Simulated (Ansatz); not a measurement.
Start from ZnS in the zinc blende structure (space group F-43m, No. 216).

```xyz
2
Lattice="0.0000 2.6484 2.6484 2.6484 0.0000 2.6484 2.6484 2.6484 0.0000" Properties=species:S:1:pos:R:3 pbc="T T T"
Zn     0.0000     0.0000     0.0000
S      3.9726     3.9726     3.9726
```

Cartesian axes are those of the cell as printed.

Level of theory: Ansatz (an electronic-structure program), LDA, PAW, cutoff 420 eV, without spin-orbit coupling.

For the base:

* **Valence-band top at Γ**: 0.00, 0.00, 0.00 eV
* **Band gap**: 2.13 eV
* **Electron mass**: 0.17 mₑ (at Γ)

Perturbation: uniaxial strain ε_zz = +0.50 %, all other strain components held at zero; the atoms relax in the strained cell.

Task: Estimate the effect on the valence-band top at Γ, stress, band gap and electron mass.

Result: The valence-band top at Γ (three highest levels, from the VBM) goes from 0.00, 0.00, 0.00 eV to 0.00, 0.00, -0.02 eV; the stress (xx, yy, zz, yz, xz, xy; compression positive) amounts to (-0.36, -0.36, -0.59, 0.00, 0.00, 0.00) GPa; the band gap shrinks by 0.03 eV to 2.10 eV; the electron mass stays 0.17 mₑ (at Γ).

Effective masses come from finite differences of ±0.01 Å⁻¹. No phonon test of stability was made.
